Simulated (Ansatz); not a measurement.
Where the default PAW files enter, the runs use the earlier of Ansatz's two default sets.

Tunnelling through a barrier is set by its complex band structure: the current falls as exp(−2κd) with the smallest κ.

Input:

```xyz
2
Lattice="3.2327 0.0000 0.0000 -1.6164 2.7996 0.0000 1.6164 0.9332 2.6395" Properties=species:S:1:pos:R:3 pbc="T T T"
Na     0.0000     0.0000     0.0000
F      0.0000     1.8664     1.3198
```

Space group of this cell: Fm-3m, rock salt. The cell is taken as given; by r2SCAN its mean pressure is 0.9 GPa.

Transport runs along the normal of the first two printed cell vectors, the (111) plane of the conventional cell.

The gap is the functional's own. No spin-orbit coupling. Mid-gap values are interpolated on the energy grid.

State the band gap and the smallest decay constant κ at mid-gap according to Ansatz (a first-principles code) with r2SCAN.

Gap 7.37 eV on a 14×14×14 mesh; κ = 0.567 1/Å, at the zone centre.
